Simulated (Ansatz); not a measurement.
## Short convergence ladders for MnO2 (Cmm2, 6 atoms in the cell)

```
MnO2
1.0
    4.37800     0.00000     0.00000
    0.00000     4.37800     0.00000
    0.00000     0.00000     2.85565
Mn O
2 4
Direct
  0.00000   0.00000   0.01751
  0.50000   0.50000   0.50000
  0.30500   0.30500   0.00000
  0.80500   0.19500   0.50000
  0.19500   0.80500   0.50000
  0.69500   0.69500   0.00000
```
Moments meant for the start (each program seeds them in its own way; μB, in the order of the atoms Mn Mn O O O O): 3.0 -3.0 0.0 0.0 0.0 0.0.

Base method: LDA (PW92), default PAW files made with PBE (plane waves; Ansatz, a program for electronic structure).

Base settings: basis.ecutwfc = 420 eV; kpoints.mp_grid.grid = 3 3 6; hamiltonian.xc = lda; hamiltonian.pseudopotentials = {kind: paw} (the program's default PAW files); magnetization.spin_polarized = true; scf.occupations.method = fermi_dirac; scf.occupations.width = 0.01 eV.

The count of work is k-points × plane waves × bands × iterations; it is no time. 

**The cutoff for other potential files**

Level: DFT, LDA (PW92), plane waves, harder PAW files (source: ansatz) made with PBE.

In this ladder: hamiltonian.pseudopotentials = {kind: paw, source: ansatz}.

The second cell is the first with its lattice scaled by 0.98.

The mesh stays at the base's, so the ladder's end is converged at best in this setting alone.

The first pressure column holds Ansatz's estimate of the finite-basis (Pulay) stress, which hides part of the cutoff error; the other is without it.

Only quantities that move along the ladder and can be compared are tabulated.

```tsv
basis.ecutwfc	free energy less the last step's (meV/atom)	energy of the compressed cell less the first (meV/atom)	pressure (GPa)	pressure without the Pulay estimate (GPa)	largest difference of a force vector from the last step's (eV/Å)	count of work / last
420 eV	1703.34	-1.77	-3.24	-132.75	0.179	0.099
510 eV	441.56	-18.36	-12.87	-51.65	0.057	0.14
650 eV	47.29	-13.98	-11.76	-17.95	0.006	0.20
790 eV	3.45	-13.95	-11.70	-12.32	0.000	0.28
930 eV	0.62	-13.96	-11.70	-11.72	0.000	0.35
1115 eV	0.47	-13.96	-11.70	-11.72	0.000	0.46
1395 eV	0.22	-13.97	-11.71	-11.72	0.000	0.65
1860 eV	0.00	-13.96	-11.71	-11.71	0.000	1.0
```

Coarsest basis.ecutwfc that holds the pressure without the Pulay estimate within 0.2 GPa of the last step, with all finer ones: 930 eV, at 0.35 of the last step's count of work; the step before is off by 0.61 GPa.

Coarsest basis.ecutwfc that holds the forces within 0.01 eV/Å of the last step, with all finer ones: 650 eV, at 0.20 of the last step's count of work; the step before is off by 0.057 eV/Å.

Coarsest basis.ecutwfc that holds the energy of the compressed cell less the first within 0.5 meV/atom of the last step, with all finer ones: 650 eV, at 0.20 of the last step's count of work; the step before is off by 4.4 meV/atom.

The energy difference between the two cells stays within 1 meV/atom of the last step's from 650 eV on, the total only from 930 eV on: much of the error is common to both cells and cancels.

At the lowest cutoff the pressure without the Pulay estimate lies 121 GPa under the last step's, the usual sign of Pulay stress in an incomplete plane-wave basis.

**The density cutoff**

The mesh stays at the base's, so the ladder's end is converged at best in this setting alone.

Only quantities that move along the ladder and can be compared are tabulated.

```csv
basis.ecutrho_ratio,free energy less the last step's (meV/atom),pressure (GPa),largest difference of a force vector from the last step's (eV/Å)
2,-3.25,-11.32,0.009
3,0.11,-12.11,0.000
4,0.00,-12.08,0.000
5,0.00,-12.08,0.000
6,0.00,-12.08,0.000
8,0.00,-12.08,0.000
10,0.00,-12.08,0.000
12,0.00,-12.08,0.000
16,0.00,-12.08,0.000
```

Coarsest basis.ecutrho_ratio that holds the pressure within 0.1 GPa of the last step, with all finer ones: 3; the step before is off by 0.76 GPa.

Coarsest basis.ecutrho_ratio that holds the free energy within 0.5 meV/atom of the last step, with all finer ones: 3; the step before is off by 3.2 meV/atom.

Coarsest basis.ecutrho_ratio that holds the forces within 0.005 eV/Å of the last step, with all finer ones: 3; the step before is off by 0.009 eV/Å.

**The relaxed cell against the cutoff**

On MnO2 (P4_2/mnm, 6 atoms in the cell): atoms on their sites.

In this ladder: relax = cell and atoms.

The mesh stays at the base's, so the ladder's end is converged at best in this setting alone.

Only quantities that move along the ladder and can be compared are tabulated.

| basis.ecutwfc | relaxed volume (Å³/atom) | relaxation steps |
|---|---|---|
| 250 eV | 8.475 | 36 |
| 295 eV | 8.592 | 29 |
| 355 eV | 8.665 | 13 |
| 420 eV | 8.673 | 9 |
| 505 eV | 8.674 | 5 |
| 630 eV | 8.673 | 5 |
| 840 eV | 8.672 | 5 |

Coarsest basis.ecutwfc that holds the relaxed volume within 0.009 Å³/atom of the last step, with all finer ones: 355 eV; the step before is off by 0.081 Å³/atom.

At the lowest cutoff the cell relaxes to a volume 2.3 % smaller than at the highest. Ansatz relaxes on a stress corrected for the finite basis.

On the base run: the starting cell has typed, rounded lattice constants, without a prior relaxation at this level. Its lattice was rescaled by up to half a per cent. One atom was moved a little off its site on purpose. The magnetic order is the one reached from the typed start; others were not searched systematically. Without a gap this mesh is coarse (it stands for a supercell whose shortest vector is 13 Å).

Left out of this page: 1 run of the series failed or unconverged.

Keys are those of Ansatz 0.2.
